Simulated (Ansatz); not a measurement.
## ZrRu, thickness series

The reference is ZrRu in the CsCl type structure (space group Pm-3m, No. 221; a = 3.232 Å). Axes: x, y, z lie along the cube axes.

Free-standing slabs (2 atom(s) a layer) normal to [110] with 15 Å of vacuum; in-plane cell held at bulk.

Level of theory: Ansatz (a first-principles code), PBEsol, PAW, cutoff 420 eV, no spin-orbit coupling.

Notes on the quantities. excess energy per area of both faces: slab less bulk energy over the cell's area: twice a surface energy; uncertain by up to 0.2 J/m²; layer's space group: with vacuum.

| case | excess energy per area of both faces | layer's space group | shortest interatomic distance | thickness between the outermost nuclei |
|---|---|---|---|---|
| base | – | – | 2.799 Å | – |
| 1 layer | – | Pmmm (No. 47) | 2.799 Å | – |
| 2 layers | 4.28 J/m² | Pmma (No. 51) | 2.630 Å | 2.28 Å |
| 3 layers | 4.8 J/m² | Pmmm (No. 47) | 2.678 Å | 4.60 Å |
| 4 layers | 4.7 J/m² | Pmma (No. 51) | 2.643 Å | 6.90 Å |
| 5 layers | 4.7 J/m² | Pmmm (No. 47) | 2.633 Å | 9.21 Å |
| 6 layers | 4.7 J/m² | Pmma (No. 51) | 2.629 Å | 11.50 Å |
| 7 layers | 4.6 J/m² | Pmmm (No. 47) | 2.629 Å | 13.79 Å |

Slab and bulk use different k-meshes, which limits the precision of the excess energy. Whether these cells are dynamically stable was not tested. The final runs are not spin-polarised.
